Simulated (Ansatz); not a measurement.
## Nb in the bcc (W type) structure (space group Im-3m, No. 229)

```cif
data_Nb
_chemical_formula_sum 'Nb1'
_space_group_name_H-M_alt 'P 1'
_space_group_IT_number 1
_cell_length_a 2.86022
_cell_length_b 2.86022
_cell_length_c 2.86022
_cell_angle_alpha 109.471
_cell_angle_beta 109.471
_cell_angle_gamma 109.471
loop_
_space_group_symop_operation_xyz
  'x, y, z'
loop_
_atom_site_label
_atom_site_type_symbol
_atom_site_fract_x
_atom_site_fract_y
_atom_site_fract_z
_atom_site_occupancy
Nb1 Nb 0.00000 0.00000 0.00000 1
```

Level of theory: r2SCAN (Ansatz, a quantum-chemistry and plane-wave program, PAW, no spin-orbit coupling). Γ-centred 20×20×20 mesh, Fermi–Dirac width 0.05 eV.

- Volume per atom = 18.01 Å³
- Density = 8.56 g/cm³
- Band gap = zero
- Total energy = -4563.629 eV/atom (σ→0; compares only within this code and set-up)

Whether these cells are dynamically stable was not tested. All final runs are without spin polarisation.
